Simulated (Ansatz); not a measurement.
## BN: uniaxial stress, 8 GPa compression along x

The reference is BN in the h-BN type structure (space group P6_3/mmc, No. 194; a = 2.501 Å, c = 6.526 Å; layered, stacked along the Cartesian z axis). Axes: x lies along a and z along c of the hexagonal cell.

Perturbation: uniaxial stress, 8 GPa compression along x, with the cell and atoms free to relax against it.

Computed with r2SCAN+rVV10 (Ansatz, a quantum-chemistry and plane-wave program), no spin-orbit coupling. k-mesh 15×15×5 (Γ-centred); smearing 0.05 eV (Fermi–Dirac).

```csv
quantity,base,changed,shift
space group,P6_3/mmc (No. 194),Cmcm (No. 63),–
shortest interatomic distance,1.444 Å,1.436 Å,-0.0073 Å
energy relative to the base (free energy F),0 meV/atom,+1.9 meV/atom,+1.9 meV/atom
band gap,4.74 eV,4.71 eV,-0.03 eV
gap character,–,"indirect, k = (0.400, 0.267, 0) in the run's primitive reciprocal basis → Y",–
"strain response (xx, yy, zz)",–,"(−0.89, +0.20, 0.00) %",–
secant Young's modulus along x,–,900 GPa,–
mean lateral Poisson ratio,–,0.11,–
```

Final structure:

```
CELL_PARAMETERS angstrom
      2.47841     0.00000     0.00000
     -1.23920     2.16981     0.00000
      0.00000     0.00000     6.52570
ATOMIC_POSITIONS crystal
  B  0.33166 0.66331 0.25000
  B  0.66834 0.33669 0.75000
  N  0.33575 0.67151 0.75000
  N  0.66425 0.32849 0.25000
```

Stability under load was not tested beyond the relaxation. k-point labels follow each cell's own Brillouin zone.
